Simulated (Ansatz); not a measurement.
# CsCl-type CoAl

Computed with r²SCAN+rVV10 (PAW; Ansatz, an electronic-structure program).

Numerical settings: plane-wave cutoff 500 eV, 20×20×20 k mesh, Fermi–Dirac smearing 0.1 eV, no spin polarisation, scalar-relativistic PAW data made under PBE.

Cell (relaxed at this level):

```cif
data_AlCo
_chemical_formula_sum 'Al1 Co1'
_space_group_name_H-M_alt 'P 1'
_space_group_IT_number 1
_cell_length_a 2.81821
_cell_length_b 2.81821
_cell_length_c 2.81821
_cell_angle_alpha 90.000
_cell_angle_beta 90.000
_cell_angle_gamma 90.000
loop_
_space_group_symop_operation_xyz
  'x, y, z'
loop_
_atom_site_label
_atom_site_type_symbol
_atom_site_fract_x
_atom_site_fract_y
_atom_site_fract_z
_atom_site_occupancy
Al1 Al 0.50000 0.50000 0.50000 1
Co1 Co 0.00000 0.00000 0.00000 1
```

```yaml
volume_per_atom: 11.19 Å³/atom
lattice_constant_a: 2.818 Å
```

Measured, for comparison: equilibrium volume per atom 11.71 Å³/atom, lattice constant a 2.861 Å (room temperature, not corrected to a static lattice; as tabulated in Yamada et al. (2019), arXiv:1910.09660). Computed (rounded) less measured: equilibrium volume per atom -4.4 %, lattice constant a -1.5 %. A static lattice is as a rule a little smaller and stiffer than an uncorrected measurement, which narrows the difference in the lattice constant a and would widen misses of the other sign.

The computed numbers hold no vibrational or temperature effects.
